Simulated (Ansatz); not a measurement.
# A self-consistent single point of MgPd5 (R3, 6 atoms in the cell) with Ansatz

Method: PBEsol, default PAW files made with PBE (plane waves; Ansatz, an electronic-structure program).

Input as run:

Ansatz 0.2 input:
```yaml
# MgPd5
crystal:
  lattice:
    - [2.415045, 1.394327, 4.572375]
    - [-2.415045, 1.394327, 4.572375]
    - [0.000000, -2.788654, 4.572375]
  atoms:
    - { symbol: Mg, position_ang: [0.000000, 0.000000, 0.049999] }
    - { symbol: Pd, position_ang: [-0.800962, 1.387307, 6.858563] }
    - { symbol: Pd, position_ang: [-0.800962, -1.387307, 6.858562] }
    - { symbol: Pd, position_ang: [1.601923, 0.000000, 6.858562] }
    - { symbol: Pd, position_ang: [-0.000000, -0.000000, 4.550423] }
    - { symbol: Pd, position_ang: [-0.000000, 0.000000, 9.166702] }
basis:
  ecutwfc: 420.0 eV
kpoints:
  mp_grid: { grid: [7, 7, 7] }
hamiltonian:
  xc: pbesol
  pseudopotentials: { kind: paw }
scf:
  occupations: { method: gaussian, width: 0.1 eV }
output:
  forces: true
  eigenvalues: true
  stress: true
```

The program printed (abridged):

```
WARN the atoms were moved onto the symmetric positions of the space group found under crystal.symmetry.tolerance 1.0e-5 (fractional …
WARN ansatz: RAYON_NUM_THREADS=1 ignored (pool sized by the plan → 1); use --threads N
Pseudopotentials: kind: paw
Pseudopotential: Mg, paw, valence charge 10
Pseudopotential: Pd, paw, valence charge 18
Crystal: 6 atoms, lattice volume = 92.381 Å³
Basis set: ecut = 420 eV, 1767 PW (Γ), exchange–correlation on 72×72×72 points (8 copies of the dense FFT grid, shifted against one another)
Bands: 60, of which v1, the nominal top of the filled ones, is band 50 counted from 1 (49 counted from 0)
Symmetry: 3 space group operations
Space group: R3 (ITA 146), of the structure as read, at distance tolerance 4.5e-5 Å
k-points: 60 of 343 (time reversal used)
PAW frozen core: Mg, regenerated for the run's functional, and the local potential with it
PAW frozen core: Pd, regenerated for the run's functional, and the local potential with it
Initial density: superposition of atomic densities (neutral atoms: chi_scale 0, normalization atom), corrected by the library's trained network
Initial wavefunctions: pseudopotential atomic-orbital guess
Eigensolver: davidson
Functional: x = pbesol(κ = 0.804, μ = 0.12345679012345678), c = pbesol(β = 0.046)
SCF iter   1: F=—  HF=-36447.099417 eV  |F-HF|=—  |Δ(HF+E_count)|=         —  Δρ=1.15e-2  dr2=1.23e-1  ethr=1.77e-3  ⟨swp⟩=5.2  Hψ=12693  notcnv=0  defer=101
all-band conjugate gradients solve this SCF's bands
preconditioner: auto → Kerker (q_TF=auto, 2.765 Å⁻¹)
SCF iter   2: F=—  HF=-36447.080215 eV  |F-HF|=—  |Δ(HF+E_count)|=   1.92e-2  Δρ=4.20e-3  dr2=1.83e-2  ethr=1.23e-4  ⟨swp⟩=1.0  Hψ=4140  notcnv=0  defer=109
SCF iter   3: F=—  HF=-36447.076821 eV  |F-HF|=—  |Δ(HF+E_count)|=   3.39e-3  Δρ=9.70e-4  dr2=1.32e-3  ethr=1.83e-5  ⟨swp⟩=2.5  Hψ=4714  notcnv=0  defer=109
SCF iter   4: F=—  HF=-36447.076646 eV  |F-HF|=—  |Δ(HF+E_count)|=   1.75e-4  Δρ=2.35e-4  dr2=1.06e-4  ethr=1.32e-6  ⟨swp⟩=1.8  Hψ=4093  notcnv=0  defer=109
SCF iter   5: F=—  HF=-36447.076620 eV  |F-HF|=—  |Δ(HF+E_count)|=   2.67e-5  Δρ=8.66e-5  dr2=1.56e-5  ethr=1.06e-7  ⟨swp⟩=2.7  Hψ=5107  notcnv=0  defer=109
SCF iter   6: F=—  HF=-36447.076630 eV  |F-HF|=—  |Δ(HF+E_count)|=   1.06e-5  Δρ=3.21e-5  dr2=1.13e-6  ethr=1.56e-8  ⟨swp⟩=1.9  Hψ=3601  notcnv=0  defer=109
SCF iter   7: F=—  HF=-36447.076630 eV  |F-HF|=—  |Δ(HF+E_count)|=   1.93e-7  Δρ=1.23e-5  dr2=1.62e-7  ethr=1.13e-9  ⟨swp⟩=2.0  Hψ=5858  notcnv=0  defer=109
SCF iter   8: F=-36447.076630 eV  HF=-36447.076630 eV  |F-HF|=9.50e-9  |Δ(HF+E_count)|=   4.69e-8  Δρ=3.18e-6  dr2=1.34e-8  ethr=1.00e-10  ⟨swp⟩=8.8  Hψ=13776  notcnv=0
SCF 1 converged in 8 iterations: F = -36447.076630 eV  dr2 = 1.34e-8
SCF converged after 8 iterations
Free energy (F): -36447.076630 eV
Harris-Foulkes:  -36447.076630 eV  (|F-HF|=9.50e-9)
Internal energy: -36447.025714 eV  (E = F + TS)
E sigma→0 (E₀):  -36447.051172 eV
Entropy (-TS):   -0.050916 eV (-8.486 meV/atom)
Fermi energy:    16.811327 eV
--- Per-component energies (eV) ---
  E_band       = -1162.848980
  E_kinetic    = 2645.148261
  E_local      = -10929.133334  (includes V_loc(G=0)·N_el)
  E_nonlocal   = 1192.834676
  E_hartree    = 4348.767332
  E_xc         = -866.876384
  E_vxc        = -1092.741168  (∫ρ·V_xc dr)
  E_paw        = -18706.395332  (= ΣΔE_a)
  E_vpaw       = -1676.496481  (= ΣTr[D̂ρ^β])
  E_aug_tail   = 0.001082  (compensation charges beyond the density's cutoff)
  E_ewald      = -14132.943498
  E_core_change = 1.571483  (= ΣΔE_core)
  E_smearing   = -0.050916  (= −TS)
  E_closure    = 0.000000  (closes the sum)
  Σ components = -36447.076630   (vs F -36447.076630, Δ=0.00e0)
--- Forces (eV/Å), atoms counted from 1 ---
  atom   1  Mg     0.00000000     0.00000000    -0.22758540
  atom   2  Pd     0.07373413    -0.00757276     0.08269564
  atom   3  Pd    -0.03030886     0.06764202     0.08269564
  atom   4  Pd    -0.04342527    -0.06006925     0.08269564
  atom   5  Pd     0.00000000    -0.00000000    -0.00459311
  atom   6  Pd     0.00000000    -0.00000000    -0.01590935
  max |Σ_I F_I| component: 9.50e-7 eV/Å
--- Stress (GPa, compression-positive) ---
       -5.910872      -0.000000       0.000000
        0.000000      -5.910872       0.000000
        0.000000       0.000000      -5.776475
  P = ⅓ Tr σ = -5.8661 GPa (-58.661 kbar)
  The stress holds the Pulay correction. Without it, at fixed plane waves, as pw.x and ABINIT print it: P = -5.9018 GPa
--- Band table (eV; the first three rows and the last of 60) ---
  k-point 0: bands = ["-67.0392", "-67.0032", "-67.0032", "-66.8162", "-66.7945", "-57.4520", "-32.8780", "-32.8658", "-32.8472", "-32.8472", "-32.8202", "-32.7513", "-32.7513", "-32.6555", "-32.6555", "-32.5979", "-32.5979", "-32.5441", "-32.5018", [...]
  k-point 1: bands = ["-67.0371", "-67.0044", "-67.0040", "-66.8153", "-66.7955", "-57.4520", "-32.9017", "-32.8833", "-32.8328", "-32.8136", "-32.7969", "-32.7567", "-32.7468", "-32.6734", "-32.6603", "-32.6008", "-32.5923", "-32.5445", "-32.5057", [...]
  k-point 2: bands = ["-67.0313", "-67.0084", "-67.0056", "-66.8129", "-66.7981", "-57.4520", "-32.9276", "-32.8807", "-32.8140", "-32.7716", "-32.7630", "-32.7540", "-32.7437", "-32.7209", "-32.6745", "-32.5994", "-32.5876", "-32.5433", "-32.5185", [...]
  k-point 59: bands = ["-67.0357", "-67.0044", "-67.0040", "-66.8167", "-66.7955", "-57.4521", "-32.8895", "-32.8787", "-32.8116", "-32.8036", "-32.7578", "-32.7368", "-32.7313", "-32.6756", "-32.6576", "-32.6130", "-32.6072", "-32.5832", [...]
```

The run converged in 8 iterations.

The starting cell comes from a database of computed structures (which also holds hypothetical and non-ambient phases and stackings), without a prior relaxation at this level. Its lattice was rescaled by up to half a per cent. One atom was moved a little off its site on purpose. Spin polarisation is off. With a pressure of about -6 GPa the cell is away from its equilibrium volume at this level. Ansatz's pressure includes its estimate of the finite-basis (Pulay) stress.
